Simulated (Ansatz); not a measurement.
## What pressure 0.7 GPa does to BAs

Take BAs in the zinc blende structure (space group F-43m, No. 216; a = 4.8094 Å) as the base.

It is then changed as follows: a hydrostatic pressure of 0.7 GPa.

The values are results of Kohn–Sham DFT with the PBE functional, run in Ansatz (a program for electronic structure) with PAW and 420 eV plane waves, without spin-orbit coupling, earlier PAW set, not measurements. k-mesh 12×12×12 (Γ-centred); smearing 0.05 eV (Fermi–Dirac).

| quantity | base | changed | shift |
|---|---|---|---|
| volume per atom | 13.91 Å³ | 13.83 Å³ | -0.073 Å³ |
| density | 5.12 g/cm³ | 5.15 g/cm³ | +0.03 g/cm³ |
| lattice parameter a | 4.809 Å | 4.801 Å | -0.008 Å |
| shortest interatomic distance | 2.083 Å | 2.079 Å | -0.004 Å |
| enthalpy H = E + PV relative to the base's energy | – | +0.06 eV/atom | – |
| band gap | 1.21 eV | 1.20 eV | -0.01 eV |
| gap character | indirect, Γ → Γ–X (82 % along) | indirect, Γ → Γ–X (82 % along) | – |
| smallest direct gap | 3.25 eV | 3.26 eV | +0.01 eV |
| width of the top valence band | 5.07 eV | 5.10 eV | +0.03 eV |
| electron mass | 1.1 mₑ along k, 0.22 mₑ across (off the special points) | 1.1 mₑ along k, 0.22 mₑ across (off the special points) | – |
| hole mass (degenerate bands, along [100]) | 0.21, 0.24, 0.24 mₑ (at Γ) | 0.22, 0.24, 0.24 mₑ (at Γ) | – |
| valley order (the lowest conduction-band minima on the path, energy above the VBM, named in the base's zone) | a point along ⟨100⟩, about 1.1 Å⁻¹ from Γ 1.21 eV; L along ⟨111⟩ 2.57 eV | a point along ⟨100⟩, about 1.1 Å⁻¹ from Γ 1.20 eV; L along ⟨111⟩ 2.60 eV | – |

Cost of the whole job for the changed cell (relaxation, final SCF and bands): around 15 core-seconds (rough).

Load acts through the strain it causes; cell and atoms are relaxed under it. Masses are band curvatures over ±0.01 Å⁻¹ around the edge. Along k means along the line from Γ to the band edge. No phonon test of stability was made.
